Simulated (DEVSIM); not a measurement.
Device: Ni/SiON/SiO2/n-Si capacitor, at 300 K.

```tsv
layer (left to right)	material	thickness (nm)	Nd (cm⁻³)
1	SiON	21.0	-
2	SiO2	0.540	-
3	Si	4400	1.7e16
```

Metal gate on the left, work function 5.1 eV. Fixed charge at the semiconductor interface 1.2e12 cm⁻² (in units of +e); no interface traps.

This is a model device: material constants are rounded textbook-type values typed into the input, and sizes, dopings and lifetimes were drawn at random. Values at 300 K.

```tsv
parameter	SiON	SiO2	Si
gap (eV)	7	9	1.124
affinity (eV)	1.4	0.9	4.05
permittivity	5.5	3.9	11.7
Nc (cm⁻³)	-	-	2.86e19
Nv (cm⁻³)	-	-	3.1e19
```

DEVSIM, 1D Poisson equation in equilibrium, Boltzmann statistics, complete ionisation; no quantum confinement or tunnelling. Metal contacts follow the ideal Schottky-Mott rule: no Fermi-level pinning, no interface dipoles.

**Question.** Tabulate band edges, carrier densities and field at -0.6 V on the gate.

**Answer.** Energies count from the Fermi level of the right contact; mesh points crowd at the junctions.

| x (μm) | Ec (eV) | Ev (eV) | n (cm⁻³) | p (cm⁻³) | field (V/cm) |
|---|---|---|---|---|---|
| 0.000 | 4.300 | -2.700 | < 1e2 | < 1e2 | -490000 |
| 0.001641 | 4.220 | -2.780 | < 1e2 | < 1e2 | -490000 |
| 0.005339 | 4.039 | -2.961 | < 1e2 | < 1e2 | -490000 |
| 0.01274 | 3.677 | -3.323 | < 1e2 | < 1e2 | -490000 |
| 0.01907 | 3.368 | -3.632 | < 1e2 | < 1e2 | -490000 |
| 0.02087 | 3.280 | -3.720 | < 1e2 | < 1e2 | -490000 |
| 0.02144 | 3.744 | -5.256 | < 1e2 | < 1e2 | -690000 |
| 0.02393 | 0.577 | -0.547 | 5.8e9 | 2.0e10 | -43000 |
| 0.02924 | 0.554 | -0.570 | 1.4e10 | 8.3e9 | -42000 |
| 0.04251 | 0.501 | -0.623 | 1.1e11 | 1.1e9 | -39000 |
| 0.07562 | 0.387 | -0.737 | 8.9e12 | 1.3e7 | -30000 |
| 0.2012 | 0.203 | -0.921 | 1.1e16 | 10000 | -3300 |
| 0.4718 | 0.192 | -0.932 | 1.7e16 | 6800 | ≈ 0 |
| 1.147 | 0.192 | -0.932 | 1.7e16 | 6800 | ≈ 0 |
| 3.143 | 0.192 | -0.932 | 1.7e16 | 6800 | ≈ 0 |
| 3.910 | 0.192 | -0.932 | 1.7e16 | 6800 | ≈ 0 |
| 4.217 | 0.192 | -0.932 | 1.7e16 | 6800 | ≈ 0 |
| 4.340 | 0.192 | -0.932 | 1.7e16 | 6800 | ≈ 0 |
| 4.398 | 0.192 | -0.932 | 1.7e16 | 6800 | ≈ 0 |
| 4.413 | 0.192 | -0.932 | 1.7e16 | 6800 | ≈ 0 |
| 4.419 | 0.192 | -0.932 | 1.7e16 | 6800 | ≈ 0 |
| 4.421 | 0.192 | -0.932 | 1.7e16 | 6800 | ≈ 0 |
